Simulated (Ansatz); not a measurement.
Coverage and cell size: Cl on the 1x1 (111) surface of fcc Al, one adsorbate a cell, in each cell the lowest of the starts that converged. Energies against ½ Cl2(g), without dispersion, zero-point or thermal terms; small cells hold the layer to their symmetry. A negative adsorption energy means that the adsorbate is more stable on the surface than in its reference.

All values below come from PBE (plane waves to 420 eV, PAW; Ansatz, a quantum-chemistry and plane-wave program).

```csv
"area an adsorbate, end state",atoms,E_ads (eV),height (Å),Δ work function (eV),rough cost
"7 Å², bonded to 3 Al",5,-0.88,1.76,0.26,around 14 core-seconds (rough)
"14 Å², bonded to 2 Al",9,(withheld),1.87,0.93,roughly 2.5 core-minutes
"28 Å², bonded to Al",17,-2.04,2.18,1.52,very roughly 2.1 core-minutes
```

### Question
What belongs in the gaps?

### Answer

- 14 Å², bonded to 2 Al, E_ads (eV): -1.53
